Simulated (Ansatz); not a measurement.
Base system: Fe in the bcc (W type) structure (space group Im-3m, No. 229; a = 2.8316 Å; ferromagnetic).

Level of theory: PBE, PAW, 420 eV (Ansatz, a first-principles code; no spin-orbit coupling), earlier PAW set.

Before the change:

The volume per atom comes out as 11.35 Å³. The largest site moment comes out as 2.22 μB.

It is then changed as follows: a hydrostatic pressure of 15 GPa.

Estimate the effect on the volume per atom.

The volume per atom decreases by 0.74 Å³, from 11.35 Å³ to 10.61 Å³.

Estimate the effect on the largest site moment.

The largest site moment shrinks by 0.14 μB (2.22 μB → 2.08 μB).

Other magnetic orders, which the real material may have, were not ruled out. Load acts through the strain it causes; cell and atoms are relaxed under it. Stability against distortions was not tested. Measured, Fe leaves this structure (for hcp) near 13 GPa (room temperature; as listed in N. A. Zarkevich, D. D. Johnson, Physical Review B (2015)), on rising pressure, with hysteresis.
